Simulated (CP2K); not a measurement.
Worked example: self-consistent single point of Ge (Fd-3m, 2 atoms in the cell) in CP2K

Method: PBE, GPW, TZVP-MOLOPT-SR-GTH basis, GTH-PBE potentials (GTH_POTENTIALS) (CP2K).

Input:

```
&GLOBAL
  PROJECT ge
  RUN_TYPE ENERGY_FORCE
  PRINT_LEVEL LOW
&END GLOBAL
&FORCE_EVAL
  METHOD Quickstep
  STRESS_TENSOR ANALYTICAL
  &DFT
    BASIS_SET_FILE_NAME BASIS_MOLOPT_UCL
    POTENTIAL_FILE_NAME GTH_POTENTIALS
    &QS
      METHOD GPW
      EPS_DEFAULT 1E-10
    &END QS
    &MGRID
      CUTOFF 400
      REL_CUTOFF 50
      NGRIDS 4
    &END MGRID
    &SCF
      SCF_GUESS ATOMIC
      EPS_SCF 1E-7
      MAX_SCF 100
      ADDED_MOS 4
      &DIAGONALIZATION
        ALGORITHM STANDARD
      &END DIAGONALIZATION
      &MIXING
        METHOD BROYDEN_MIXING
        ALPHA 0.2
        NBUFFER 10
        BETA 1
      &END MIXING
      &SMEAR ON
        METHOD FERMI_DIRAC
        ELECTRONIC_TEMPERATURE [K] 116.05
      &END SMEAR
    &END SCF
    &KPOINTS
      SCHEME MONKHORST-PACK 6 6 6
      GAMMA_CENTERED T
    &END KPOINTS
    &XC
      &XC_FUNCTIONAL PBE
      &END XC_FUNCTIONAL
    &END XC
    &PRINT
      &MO
        EIGENVALUES T
        OCCUPATION_NUMBERS T
        NDIGITS 8
        FILENAME mo
        &EACH
          QS_SCF 0
        &END EACH
        ADD_LAST NUMERIC
      &END MO
      &MULLIKEN OFF
      &END MULLIKEN
    &END PRINT
  &END DFT
  &SUBSYS
    &CELL
      A 4.02081400 0.00000000 0.00000000
      B 2.01040700 3.48212700 0.00000000
      C 2.01040700 1.16070900 3.28298100
      PERIODIC XYZ
    &END CELL
    &COORD
      SCALED
      Ge       0.00000000     0.00000000     0.00000000
      Ge       0.25000000     0.25000000     0.25000000
    &END COORD
    &KIND Ge
      BASIS_SET TZVP-MOLOPT-SR-GTH
      POTENTIAL GTH-PBE-q4
    &END KIND
  &END SUBSYS
  &PRINT
    &FORCES ON
    &END FORCES
    &STRESS_TENSOR ON
    &END STRESS_TENSOR
  &END PRINT
&END FORCE_EVAL
```

Output (repeated stretches shortened):

```
 GLOBAL| Method name                                                        CP2K
 GLOBAL| Project name                                                         ge
 GLOBAL| Run type                                                   ENERGY_FORCE

 TOTAL NUMBERS AND MAXIMUM NUMBERS

  Total number of            - Atomic kinds:                                   1
                             - Atoms:                                          2
                             - Shell sets:                                     2
                             - Shells:                                        14
                             - Primitive Cartesian functions:                  8
                             - Cartesian basis functions:                     36
                             - Spherical basis functions:                     34

  Maximum angular momentum of the orbital basis functions:                     2

 SCF PARAMETERS         Density guess:                                    ATOMIC
                        max_scf:                                             100
                        max_diis:                                              4
                        eps_scf:                                        1.00E-07
                        eps_diis:                                       1.00E-01
                        eps_eigval:                                     1.00E-05
                        level_shift [a.u.]:                             0.000000
                        added MOs                                         4    0
                        Mixing method:                            BROYDEN_MIXING
                                                charge density mixing in g-space
                        Smear method:                                FERMI_DIRAC
                        Electronic temperature [K]:                        116.0
                        Electronic temperature [a.u.]:                  3.68E-04
                        Accuracy threshold:                             1.00E-10
                        No outer SCF

 Extrapolation method: initial_guess

 Number of electrons:                                                          8
 Number of occupied orbitals:                                                  4
 Number of molecular orbitals:                                                 8

 Number of orbital functions:                                                 34
 Number of independent orbital functions:                                     34

 SCF WAVEFUNCTION OPTIMIZATION

  Step     Update method      Time    Convergence         Total energy    Change
     1 NoMix/Diag. 0.20E+00      -     0.35580242        -7.9192291336 -7.92E+00
     2 Broy./Diag. 0.20E+00      -     0.00221273        -7.8487076836  7.05E-02
     3 Broy./Diag. 0.20E+00      -     0.01293107        -7.8036581479  4.50E-02
     4 Broy./Diag. 0.20E+00      -     0.00067521        -7.8396587309 -3.60E-02
     5 Broy./Diag. 0.20E+00      -     0.00239280        -7.8551763559 -1.55E-02
     6 Broy./Diag. 0.20E+00      -     0.00007628        -7.8585156525 -3.34E-03
     7 Broy./Diag. 0.20E+00      -     0.00011155        -7.8600033597 -1.49E-03
     8 Broy./Diag. 0.20E+00      -     0.00000367        -7.8602002316 -1.97E-04
     9 Broy./Diag. 0.20E+00      -     0.00000315        -7.8602526053 -5.24E-05
    10 Broy./Diag. 0.20E+00      -     0.00000024        -7.8602610939 -8.49E-06
    11 Broy./Diag. 0.20E+00      -     0.00000013        -7.8602638610 -2.77E-06
    12 Broy./Diag. 0.20E+00      -     0.00000001        -7.8602640270 -1.66E-07

  *** SCF run converged in    12 steps ***

  Electronic density on regular grids:         -8.0000000000        0.0000000000
  Core density on regular grids:                7.9999999973       -0.0000000027
  Total charge density on r-space grids:       -0.0000000027
  Total charge density g-space grids:          -0.0000000027

  Overlap energy of the core charge distribution:               0.00000001525746
  Self energy of the core charge distribution:                -16.71672840141500
  Core Hamiltonian energy:                                      3.89803162270014
  Hartree energy:                                               7.29923665844132
  Exchange-correlation energy:                                 -2.34079742307788
  Electronic entropic energy:                                  -0.00000649886830
  Fermi energy:                                                 0.16248871857707

  Total energy:                                                -7.86026402696227
  Total energy (extrapolated to T->0):                         -7.86026077752812

 ENERGY| Total FORCE_EVAL ( QS ) energy [hartree]             -7.860264050287711

 FORCES| Atomic forces [hartree/bohr]
 FORCES|   Atom     x               y               z               |f|
 FORCES|      1 -1.41655241E-10  2.50328590E-08 -1.64317540E-08   2.99443924E-08
 FORCES|      2  3.13089864E-10 -2.49338795E-08  1.65017454E-08   2.99015714E-08
 FORCES| Sum     1.71434623E-10  9.89795099E-11  6.99913767E-11
 FORCES| Total atomic force                                       2.09965631E-10

 STRESS| Analytical stress tensor [bar]
 STRESS|                        x                   y                   z
 STRESS|      x        3.05085499787E+04   2.24945249409E-03   1.59061149463E-03
 STRESS|      y        2.24945249409E-03   3.05086211584E+04   1.18530169591E-01
 STRESS|      z        1.59061149463E-03   1.18530169591E-01   3.05084922237E+04
 STRESS| 1/3 Trace                                             3.05085544536E+04
```

The run converged in 12 iterations.

The starting cell has typed, rounded lattice constants, without a prior relaxation at this level. Its lattice was rescaled by up to half a per cent. Values carry the incompleteness of an atom-centred basis. With a pressure of about 3 GPa the cell is away from its equilibrium volume at this level.
